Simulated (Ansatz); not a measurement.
Levels about the gap of amorphous Al₂₈O₄₃Na₂ (73 atoms in a cell of 806 Å³, 3.07 g/cm³; zone centre alone, so wide bands show as single levels with stretches between that a denser mesh fills), at the geometry that PBE relaxed, where it gives 1.1 GPa on a denser mesh. The participation number counts the atoms over which a state spreads; weights are charges in smoothed Voronoi cells. The levels come from a single point, so bond lengths are those of that geometry. Method of the levels: PBE, scalar-relativistic without spin-orbit coupling (Ansatz, an electronic-structure program). Sampling: the zone centre alone; Fermi-Dirac width 0.02 eV; no spin polarisation. At PBE the levels at the filled edge of the gap are localised (band-tail or defect states), and the nearest spread-out levels lie 4.0 eV apart at the zone centre.

The cell was made by melting and quenching with the CHGNet potential and then relaxed with DFT. O atoms were pushed apart under 1.9 Å during the dynamics, to hinder bonds among them. The hot cell started wider than the set density and was brought back towards it in steps. It is the lowest in DFT energy of 2 quenches. It is a model cell: composition and starting density were chosen by hand, and all elements were melted together. No dispersion term was used. Its density started from a set value of 3.07 and ended at 3.07 g/cm³. The simulated quench (nominally 410 K/ps over its main leg) is rapid and tends to freeze in more defects than a deposited or slowly cooled glass has. Values belong to this one cell and scatter from quench to quench. The volume was held where the preparation left it and the shape relaxed, at a PBE pressure of 1.1 GPa. Stress components on the final sampling reach 1.1 GPa.

```json
[
 {"E - E(highest filled), eV": "-0.81", "filling": "filled", "participation number": "14.6", "largest on": "O, 3 neighbours", "weight O": "0.94", "weight Al": "0.05", "weight Na": "0.00"},
 {"E - E(highest filled), eV": "-0.73", "filling": "filled", "participation number": "15.1", "largest on": "O, 2 neighbours", "weight O": "0.95", "weight Al": "0.05", "weight Na": "0.00"},
 {"E - E(highest filled), eV": "-0.69", "filling": "filled", "participation number": "6.3", "largest on": "O, 2 neighbours", "weight O": "0.95", "weight Al": "0.05", "weight Na": "0.00"},
 {"E - E(highest filled), eV": "-0.64", "filling": "filled", "participation number": "12.4", "largest on": "O, 3 neighbours", "weight O": "0.95", "weight Al": "0.04", "weight Na": "0.00"},
 {"E - E(highest filled), eV": "-0.61", "filling": "filled", "participation number": "10.3", "largest on": "O, 2 neighbours", "weight O": "0.94", "weight Al": "0.05", "weight Na": "0.01"},
 {"E - E(highest filled), eV": "-0.52", "filling": "filled", "participation number": "6.5", "largest on": "O, 3 neighbours", "weight O": "0.94", "weight Al": "0.05", "weight Na": "0.01"},
 {"E - E(highest filled), eV": "0.00", "filling": "filled", "participation number": "2.0", "largest on": "O, 3 neighbours", "weight O": "0.94", "weight Al": "0.05", "weight Na": "0.01"},
 {"E - E(highest filled), eV": "3.30", "filling": "empty", "participation number": "62.1", "largest on": "Al, 4 neighbours", "weight O": "0.57", "weight Al": "0.38", "weight Na": "0.05"},
 {"E - E(highest filled), eV": "5.15", "filling": "empty", "participation number": "24.0", "largest on": "Al, 4 neighbours", "weight O": "0.56", "weight Al": "0.38", "weight Na": "0.06"},
 {"E - E(highest filled), eV": "5.56", "filling": "empty", "participation number": "39.0", "largest on": "O, 3 neighbours", "weight O": "0.61", "weight Al": "0.35", "weight Na": "0.04"},
 {"E - E(highest filled), eV": "5.80", "filling": "empty", "participation number": "34.6", "largest on": "Al, 5 neighbours", "weight O": "0.57", "weight Al": "0.33", "weight Na": "0.09"},
 {"E - E(highest filled), eV": "5.94", "filling": "empty", "participation number": "45.9", "largest on": "Al, 4 neighbours", "weight O": "0.59", "weight Al": "0.37", "weight Na": "0.05"},
 {"E - E(highest filled), eV": "5.98", "filling": "empty", "participation number": "46.7", "largest on": "O, 4 neighbours", "weight O": "0.60", "weight Al": "0.36", "weight Na": "0.04"},
 {"E - E(highest filled), eV": "6.13", "filling": "empty", "participation number": "48.9", "largest on": "Al, 4 neighbours", "weight O": "0.63", "weight Al": "0.35", "weight Na": "0.02"}
]
```

Most localised among these is the filled level at +0.00 eV, on a O atom, which has 3 neighbours (Al 1.76 Å, Al 1.80 Å, Na 2.44 Å).
